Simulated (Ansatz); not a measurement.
Density of states of MgS (Fm-3m) above the conduction band minimum, PBEsol with spin-orbit coupling, rigid bands (Ansatz, a program for electronic structure); cell volume 34.8 Å³.

```csv
energy from edge (eV),10⁻³ states/eV/cell
0.006,11.0
0.031,26.9
0.056,36.7
0.081,44.8
0.106,52.2
0.131,58.9
0.156,65.5
0.181,71.3
0.206,77.9
0.231,84.3
0.256,89.6
0.281,95.3
0.319,104
0.344,110
0.369,116
0.394,122
0.419,128
0.444,135
0.469,140
0.494,146
0.519,153
0.544,160
0.569,166
0.594,172
```

Q: What effective density of states at 300 K does this give (∫ g(E) exp(−E/k_BT) dE, both spins, divided by the cell's size)?

A: 1.6e19 cm⁻³, a density-of-states mass of 0.75 mₑ, valleys and band degeneracy included.

Geometry: cell and atoms relaxed with PBEsol.
